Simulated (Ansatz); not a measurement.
The structure below was relaxed with LDA (Ansatz, an electronic-structure program; PAW; 420 eV plane waves; no spin-orbit coupling), at pressure −2 GPa.

Space group P6/mmm (No. 191); a = 3.0002 Å, b = 3.0002 Å, c = 3.1693 Å, α = 90.00°, β = 90.00°, γ = 120.00°

```json
[
 {"atom": "Ti", "site": "1a", "symmetry": "6/mmm", "x": "0.0000", "y": "0.0000", "z": "0.0000"},
 {"atom": "B", "site": "2d", "symmetry": "-6m2", "x": "0.3333", "y": "0.6667", "z": "0.5000"}
]
```

Write out a cell with all atoms.


```xyz
3
Lattice="3.0002 0.0000 0.0000 -1.5001 2.5983 0.0000 0.0000 0.0000 3.1693" Properties=species:S:1:pos:R:3 pbc="T T T"
Ti     0.0000     0.0000     0.0000
B      1.5001     0.8661     1.5847
B      0.0000     1.7322     1.5847
```
This is the conventional cell.

The mesh was chosen for an insulator and is coarse for the gapless case. Load acts through the strain it causes; cell and atoms are relaxed under it. No phonon test of stability was made. All final runs are without spin polarisation. The cell was made from TiB₂ (space group P6/mmm, No. 191) by this change: pressure −2 GPa.
